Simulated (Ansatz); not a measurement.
Take Ge$_{2}$Sb$_{2}$Te$_{5}$ (space group P-3m1, No. 164) as the base.

```yaml
crystal:
  lattice:
    - [4.29328, 0.00000, 0.00000]
    - [-2.14664, 3.71809, 0.00000]
    - [0.00000, 0.00000, 17.63419]
  atoms:
    - { symbol: Te, position: [0.00000, 0.00000, 0.00000] }
    - { symbol: Ge, position: [0.66667, 0.33333, 0.09824] }
    - { symbol: Ge, position: [0.33333, 0.66667, 0.90176] }
    - { symbol: Te, position: [0.33333, 0.66667, 0.19409] }
    - { symbol: Te, position: [0.66667, 0.33333, 0.80591] }
    - { symbol: Sb, position: [0.00000, 0.00000, 0.30944] }
    - { symbol: Sb, position: [0.00000, 0.00000, 0.69056] }
    - { symbol: Te, position: [0.66667, 0.33333, 0.40641] }
    - { symbol: Te, position: [0.33333, 0.66667, 0.59359] }
```

Cartesian axes are those of the cell as printed.

All numbers come from PBE (Ansatz, a first-principles code; PAW; 420 eV plane waves; no spin-orbit coupling).

It is then changed as follows: every lattice vector is stretched by 0.62 %, atoms relaxed at fixed cell.

Problem. Predict the stress tensor and what it implies for the stiffness.

Solution. Stress of the strained cell less that of the base (GPa, compression positive):
```
  -0.56    0.00    0.00
   0.00   -0.56    0.00
   0.00    0.00   -0.18
```

Then B = −ΔP/(ΔV/V₀) with ΔV/V₀ = 0.0187 gives secant stiffness values (nonlinear terms included at this strain): B (at held cell shape, above the free-shape value) ≈ 23 GPa.

Whether these cells are dynamically stable was not tested.
